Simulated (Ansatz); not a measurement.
The starting structures come from a database of crystals and need not be the phases stable at ambient conditions.

Consider the following.

```yaml
crystal:
  lattice:
    - [3.10952, 0.00000, 0.00000]
    - [-1.55476, 2.69292, 0.00000]
    - [0.00000, 0.00000, 5.05580]
  atoms:
    - { symbol: Al, position: [0.33333, 0.66667, 0.50716] }
    - { symbol: Si, position: [0.66667, 0.33333, 0.99731] }
    - { symbol: C, position: [0.33333, 0.66667, 0.10860] }
    - { symbol: N, position: [0.66667, 0.33333, 0.63692] }
```

Space group of this cell: P3m1. The cell is taken as given; by PBEsol its mean pressure is -3.2 GPa.

Transport runs along the normal of the first two printed cell vectors, the (001) plane of the conventional cell.

The gap is the functional's own. No spin-orbit coupling. Mid-gap values are interpolated on the energy grid.

Task: Predict the band gap and the smallest decay constant κ at mid-gap from PBEsol (Ansatz, a program for electronic structure).

Result: Gap 3.28 eV on a 12×12×6 mesh; κ = 0.259 1/Å, at the zone centre.
